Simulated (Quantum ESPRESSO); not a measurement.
Quantum ESPRESSO run on NaIn (Fd-3m, 4 atoms in the cell): self-consistent single point.

Method: vdW-DF2, PseudoDojo standard norm-conserving (PBE) pseudopotentials (plane waves; Quantum ESPRESSO).

```xyz
4
Lattice="0.0000 3.6580 3.6580 3.6580 0.0000 3.6580 3.6580 3.6580 0.0000" Properties=species:S:1:pos:R:3 pbc="T T T"
Na     3.6580     3.6580     3.6580
Na     5.4869     5.4869     5.4869
In     0.0000     0.0000     0.0000
In     1.8290     1.8290     1.8290
```

Reference input (self-consistent single point, DFT, PBEsol, plane waves, PseudoDojo standard norm-conserving (PBESOL) pseudopotentials): ecutwfc = 90 Ry; occupations = smearing; smearing = gauss; degauss = 0.0099958 Ry; potentials = {Na: Na.upf, In: In.upf}; K_POINTS = automatic 5 5 5 0 0 0; conv_thr = 1e-10 Ry. This run's input differs from it in these lines:

```diff
@@ -15,2 +15,3 @@
    degauss = 0.0099958,
+   input_dft = 'vdw-df2',
 /
```

Its files differ too (potentials: PseudoDojo standard norm-conserving (PBE)).

Output (repeated stretches shortened):

```
     Self-consistent Calculation

     iteration #  1     ecut=    90.00 Ry     beta= 0.70

     Threshold (ethr) on eigenvalues was too large:
     Diagonalizing with lowered threshold

     total energy              =    -451.39305792 Ry
     estimated scf accuracy    <       0.03600008 Ry

     iteration #  2     ecut=    90.00 Ry     beta= 0.70

     total energy              =    -451.39859673 Ry
     estimated scf accuracy    <       0.00111993 Ry

     iteration #  3     ecut=    90.00 Ry     beta= 0.70

     total energy              =    -451.39886404 Ry
     estimated scf accuracy    <       0.00008737 Ry

   [... 4 blocks of this kind left out ...]

     iteration #  8     ecut=    90.00 Ry     beta= 0.70

     total energy              =    -451.39891105 Ry
     estimated scf accuracy    <          2.5E-09 Ry

     iteration #  9     ecut=    90.00 Ry     beta= 0.70
     End of self-consistent calculation

     the Fermi energy is     7.7098 ev

!    total energy              =    -451.39891105 Ry
     estimated scf accuracy    <          8.3E-12 Ry
     smearing contrib. (-TS)   =      -0.00131590 Ry
     internal energy E=F+TS    =    -451.39759514 Ry

     convergence has been achieved in   9 iterations

     Forces acting on atoms (cartesian axes, Ry/au):

     atom    1 type  1   force =     0.00000000   -0.00000000   -0.00000000
   [... zero for the other atoms too ...]

     Total force =     0.000000     Total SCF correction =     0.000000

          total   stress  (Ry/bohr**3)                   (kbar)     P=       43.34
   0.00029459   0.00000000   0.00000000           43.34        0.00        0.00
   0.00000000   0.00029459   0.00000000            0.00       43.34        0.00
   0.00000000   0.00000000   0.00029459            0.00        0.00       43.34

   JOB DONE.
```

The run converged in 9 iterations. Against the reference run the pressure goes from 0.22 to 4.33 GPa.

The starting cell comes from a database of computed structures (which also holds hypothetical and non-ambient phases and stackings), without a prior relaxation at this level. With a pressure of about 4 GPa the cell is away from its equilibrium volume at this level.

Cost on one core of a shared machine: roughly 3 min.
